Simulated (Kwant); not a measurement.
System: GaN/Al0.2Ga0.8N stack with 1 barrier. One parabolic valley. Leads of mass 0.2 mₑ with the band edge at 0; grid 0.1 nm; bias swept from 0.014 to 0.43979 V, dropping linearly over the stack. Emitter Fermi level 0.066 eV, 300 K, equal in the collector.

| layer | thickness (nm) | band offset (eV) | mass (mₑ) |
|---|---|---|---|
| 1 | 3.1 | 0.35 | 0.22 |

Constants are typed, rounded textbook-type inputs, not results; the design itself was drawn at random and stands for no fabricated device.

Model: one-band effective-mass tight-binding model in one dimension, coherent, no space charge, current by the Tsu-Esaki formula (Kwant).

```tsv
bias (V)	A	B	C	D
0.01400	2550	10800	941	4720
0.03766	6640	28200	2470	12300
0.06131	10500	44100	3910	19300
0.08497	14200	59000	5340	26000
0.1086	18000	73900	6850	32800
0.1323	22100	89600	8550	40000
0.1559	26800	107000	10600	48200
0.1796	32400	126000	13000	57600
0.2032	38800	148000	15900	68400
0.2269	46600	173000	19500	81000
0.2505	55700	202000	24000	95700
0.2742	66700	234000	29600	113000
0.2979	79800	270000	36500	133000
0.3215	95500	311000	45300	156000
0.3452	114000	357000	56300	183000
0.3688	137000	408000	70300	214000
0.3925	164000	465000	87900	251000
0.4398	235000	596000	139000	341000
```

Question: Column A is the base. The others each differ by one change: mass in the first barrier 0.22 → 0.13 mₑ; mass in the first barrier 0.22 → 0.18 mₑ; mass in the first barrier 0.22 → 0.29 mₑ. Which is which?

Answer: B: mass in the first barrier 0.22 → 0.13 mₑ; C: mass in the first barrier 0.22 → 0.29 mₑ; D: mass in the first barrier 0.22 → 0.18 mₑ.
